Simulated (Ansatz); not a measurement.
The reference is MoSi2 (space group I4/mmm, No. 139; a = 3.1901 Å, c = 7.8220 Å; relaxed with 0.1 eV smearing). Axes: x, y, z lie along a, b, c of the conventional cell.

The values are results of plane-wave PAW DFT at the PBEsol level (Ansatz, a quantum-chemistry and plane-wave program, 420 eV), scalar-relativistic without spin-orbit coupling, not measurements.

Before the change:

The pressure is 0.0 GPa and the band gap is zero.

The change: the cell is stretched by 0.50 % along z with no lateral relaxation; the atoms relax in the strained cell.

Problem. Estimate the effect on the energy relative to the base.

Solution. The energy rises by 0.5 meV/atom.

Problem. What happens to the pressure?

Solution. The pressure (mean of the normal stresses, compression positive) goes from zero to -1.2 GPa.

Problem. What does the calculation give for the band gap after the change?

Solution. The band gap is still zero.

No phonon test of stability was made. All final runs are without spin polarisation.
